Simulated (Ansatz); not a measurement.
# Hypothetical P4_2/mnm BAs, pressure series

The parent structure is BAs (space group P4_2/mnm, No. 136; a = 5.8372 Å, c = 3.3617 Å; a hypothetical phase, not in the database extracts checked).

Cell and atoms are relaxed at each pressure.

Computed with plane-wave PAW DFT at the PBEsol level (Ansatz, a program for electronic structure, 420 eV), scalar-relativistic without spin-orbit coupling.

| change | volume per atom | electron mass | width of the top valence band |
|---|---|---|---|
| base | 14.32 Å³ | 0.45 mₑ along k, 0.34 mₑ across (off the special points) | 3.56 eV |
| pressure −2 GPa | 14.55 Å³ | 0.46 mₑ along k, 0.34 mₑ across (off the special points) | 3.49 eV |
| pressure −1 GPa | 14.43 Å³ | 0.45 mₑ along k, 0.34 mₑ across (off the special points) | 3.52 eV |
| pressure 0.3 GPa | 14.29 Å³ | 0.45 mₑ along k, 0.33 mₑ across (off the special points) | 3.57 eV |
| pressure 0.7 GPa | (withheld) | 0.45 mₑ along k, 0.33 mₑ across (off the special points) | (withheld) |
| pressure 1.5 GPa | 14.16 Å³ | 0.45 mₑ along k, 0.33 mₑ across (off the special points) | 3.61 eV |
| pressure 3 GPa | 14.00 Å³ | 0.45 mₑ along k, 0.33 mₑ across (off the special points) | 3.65 eV |
| pressure 5 GPa | 13.81 Å³ | 0.45 mₑ along k, 0.32 mₑ across (off the special points) | 3.71 eV |
| pressure 7.5 GPa | 13.59 Å³ | 0.44 mₑ along k, 0.32 mₑ across (off the special points) | 3.77 eV |
| pressure 10 GPa | 13.38 Å³ | 0.44 mₑ along k, 0.31 mₑ across (off the special points) | 3.84 eV |

Q: Complete the table.

A: 
- pressure 0.7 GPa, volume per atom: 14.24 Å³
- pressure 0.7 GPa, width of the top valence band: 3.58 eV

The levels and masses belong to the bands next to the band gap. Load acts through the strain it causes; cell and atoms are relaxed under it. Effective masses come from finite differences of ±0.01 Å⁻¹. Along k means along the line from Γ to the band edge. No phonon test of stability was made. Competing high-pressure phases were not computed.
